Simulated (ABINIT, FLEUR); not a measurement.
An ABINIT input for a self-consistent single point of NbIr (P4/mmm, 2 atoms in the cell) (DFT, LDA (PW92), plane waves, norm-conserving pseudopotentials (PseudoDojo nc-sr-04 LDA standard)):

```
# NbIr, PseudoDojo nc-sr-04 LDA standard
pp_dirpath "./"
pseudos "Nb.upf, Ir.upf"
acell 5.4390664237 5.4390664237 7.3210824657
rprim
         1.0000000000    0.0000000000    0.0000000000
         0.0000000000    1.0000000000    0.0000000000
         0.0000000000    0.0000000000    1.0000000000
natom 2
ntypat 2
znucl 41 77
typat 1 2
xcart
         1.4391150000    1.4391150000    1.9370750000
         0.0000000000    0.0000000000    0.0000000000
      Angstrom
ecut 41 Ha
ixc 7
occopt 3
tsmear 0.1 eV
nband 21
kptopt 1
ngkpt 9 9 7
nshiftk 1
shiftk 0 0 0
nstep 80
toldfe 1.0e-09
prtwf 0
prtden 0
prtvol 1
enunit 1
```

Problem. Translate this input to FLEUR.

Solution. One input that does it (others would too):

Input of the input generator:

```
NbIr crystal
&input film=f /
5.4390664237 0.0000000000 0.0000000000
0.0000000000 5.4390664237 0.0000000000
0.0000000000 0.0000000000 7.3210824657
1.0
1.0 1.0 1.0

2
41 0.5000000000 0.5000000000 0.5000000000
77 0.0000000000 0.0000000000 0.0000000000

&comp jspins=1 /
&exco xctyp='pz' /
&kpt div1=9 div2=9 div3=7 /
&end /
```

```xml
<?xml version="1.0" encoding="UTF-8" standalone="no"?>
<fleurInput fleurInputVersion="0.39">
   <comment>
      NbIr crystal                                                                                        
   </comment>
   <calculationSetup>
      <cutoffs Kmax="4.1" Gmax="14.3" GmaxXC="14.3" numbands="0"/>
      <scfLoop itmax="60" minDistance="0.00001" maxIterBroyd="15" imix="Anderson" alpha="0.05" precondParam="0.0" spinf="2.0"/>
      <coreElectrons ctail="T" frcor="F" kcrel="0" coretail_lmax="0"/>
      <xcFunctional name="pz" relativisticCorrections="F"/>
      <magnetism jspins="1"/>
      <soc l_soc="F" theta="0.0" phi="0.0" spav="F"/>
      <expertModes spex="0" secvar="F"/>
      <geometryOptimization l_f="T" forcealpha="1.0" forcemix="BFGS" epsdisp="0.00001" epsforce="0.00001"/>
      <ldaU l_linMix="F" mixParam="0.05" spinf="1.0"/>
   </calculationSetup>
   <cell>
      <bzIntegration valenceElectrons="28.0" mode="hist" fermiSmearingEnergy="0.00367493">
         <kPointListSelection listName="default-1"/>
         <!-- k-points included here -->
         <xi:include xmlns:xi="http://www.w3.org/2001/XInclude" href="kpts.xml"> </xi:include>
      </bzIntegration>
      <!-- symmetry operations included here -->
      <xi:include xmlns:xi="http://www.w3.org/2001/XInclude" href="sym.xml"> </xi:include>
      <bulkLattice scale="1.0">
         <bravaisMatrix>
            <row-1>    5.4390664236999999     0.0000000000000000     0.0000000000000000</row-1>
            <row-2>    0.0000000000000000     5.4390664236999999     0.0000000000000000</row-2>
            <row-3>    0.0000000000000000     0.0000000000000000     7.3210824657000000</row-3>
         </bravaisMatrix>
      </bulkLattice>
   </cell>
   <atomSpecies>
      <species name="Niobium (Nb)" element="Nb" atomicNumber="41">
         <mtSphere radius="2.43" gridPoints="857" logIncrement="0.015"/>
         <atomicCutoffs lmax="10" lnonsphr="8"/>
         <electronConfig flipSpins="F">
            <coreConfig>(1s1/2) (2s1/2) (2p1/2) (2p3/2) (3s1/2) (3p1/2) (3p3/2) (3d3/2) (3d5/2)</coreConfig>
            <valenceConfig>(4s1/2) (4p1/2) (4p3/2) (5s1/2) (4d3/2) (4d5/2)</valenceConfig>
            <stateOccupation state="(5s1/2)" spinUp="0.5" spinDown="0.5"/>
            <stateOccupation state="(4d3/2)" spinUp="0.8" spinDown="0.8"/>
            <stateOccupation state="(4d5/2)" spinUp="1.2" spinDown="1.2"/>
         </electronConfig>
         <energyParameters s="5" p="5" d="4" f="4"/>
         <lo type="SCLO" l="0" n="4" eDeriv="0"/>
         <lo type="SCLO" l="1" n="4" eDeriv="0"/>
      </species>
      <species name="Iridium (Ir)" element="Ir" atomicNumber="77">
         <mtSphere radius="2.43" gridPoints="857" logIncrement="0.016"/>
         <atomicCutoffs lmax="10" lnonsphr="8"/>
         <electronConfig flipSpins="F">
            <coreConfig>(1s1/2) (2s1/2) (2p1/2) (2p3/2) (3s1/2) (3p1/2) (3p3/2) (4s1/2) (3d3/2) (3d5/2) (4p1/2) (4p3/2) (5s1/2) (4d3/2) (4d5/2) (4f5/2) (4f7/2)</coreConfig>
            <valenceConfig>(5p1/2) (5p3/2) (6s1/2) (5d3/2) (5d5/2)</valenceConfig>
            <stateOccupation state="(5d3/2)" spinUp="1.4" spinDown="1.4"/>
            <stateOccupation state="(5d5/2)" spinUp="2.1" spinDown="2.1"/>
         </electronConfig>
         <energyParameters s="6" p="6" d="5" f="5"/>
         <lo type="SCLO" l="1" n="5" eDeriv="0"/>
      </species>
   </atomSpecies>
   <atomGroups>
      <atomGroup species="Niobium (Nb)">
         <relPos label="                   1">1.000/2.000 1.000/2.000 1.000/2.000</relPos>
         <force calculate="T" relaxXYZ="TTT"/>
      </atomGroup>
      <atomGroup species="Iridium (Ir)">
         <relPos label="                   2">.0000000000 .0000000000 .0000000000</relPos>
         <force calculate="T" relaxXYZ="TTT"/>
      </atomGroup>
   </atomGroups>
   <output dos="F" band="F" slice="F">
      <checks vchk="F" cdinf="F"/>
      <bandDOS minEnergy="-.5*Htr" maxEnergy="0.5*Htr" sigma="0.015" storeEVData="T"/>
      <vacuumDOS vacdos="F" integ="F" star="F" nstars="0" locx1="0.0" locy1="0.0" locx2="0.0" locy2="0.0" nstm="0" tworkf="0.0"/>
      <unfoldingBand unfoldBand="F" supercellX="1" supercellY="1" supercellZ="1"/>
      <plotting iplot="0" polar="F">
         <plot TwoD="T" vec1="  1.0  0.0  0.0" vec2="  0.0  1.0  0.0" vec3="  0.0  0.0  1.0" zero="  0.0  0.0  0.0" file="plot"/>
      </plotting>
      <chargeDensitySlicing numkpt="0" minEigenval="0.0" maxEigenval="0.0" nnne="0" pallst="F"/>
      <specialOutput eonly="F"/>
      <magneticCircularDichroism mcd="F" energyLo="-10.0" energyUp="0.0"/>
   </output>
  <!-- We include the file relax.xml here to enable relaxations (see documentation) -->
  <xi:include xmlns:xi="http://www.w3.org/2001/XInclude" href="relax.xml"> <xi:fallback/> </xi:include>
</fleurInput>
```

Basis settings and potentials, where a program has them, do not carry over. This input uses DFT, LDA (Perdew-Zunger), all-electron FLAPW (FLEUR), scalar-relativistic valence. LDA parametrisations can differ slightly between programs.

The starting cell comes from a database of computed structures (which also holds hypothetical and non-ambient phases and stackings), without a prior relaxation at this level.
